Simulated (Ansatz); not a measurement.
## Zr: pressure series

Base system: Zr in the hcp (Mg type) structure (space group P6_3/mmc, No. 194; a = 3.246 Å, c = 5.151 Å).

Cell and atoms are relaxed at each pressure.

All numbers come from r2SCAN/PAW in Ansatz (a first-principles code), no spin-orbit coupling.

| variant | lattice parameter a | c/a ratio |
|---|---|---|
| base | 3.246 Å | 1.587 |
| pressure −2 GPa | 3.271 Å | 1.585 |
| pressure −1 GPa | 3.258 Å | 1.586 |
| pressure 3 GPa | (withheld) | (withheld) |
| pressure 7 GPa | 3.171 Å | 1.593 |
| pressure 15 GPa | 3.098 Å | 1.604 |
| pressure 30 GPa | 2.974 Å | 1.643 |
| pressure 50 GPa | 2.836 Å | 1.706 |
| pressure 75 GPa | 2.702 Å | 1.782 |
| pressure 100 GPa | 2.626 Å | 1.802 |

**Question.** Some entries are withheld; estimate them.

**Answer.** 
- pressure 3 GPa, lattice parameter a: 3.212 Å
- pressure 3 GPa, c/a ratio: 1.589

Load acts through the strain it causes; cell and atoms are relaxed under it. Stability against distortions was not tested. All final runs are without spin polarisation. Measured, Zr leaves this structure (for the ω phase) near 3 GPa (temperature not stated; as listed in C. Cazorla, D. Alfè, M. J. Gillan, Physical Review B (2008)).
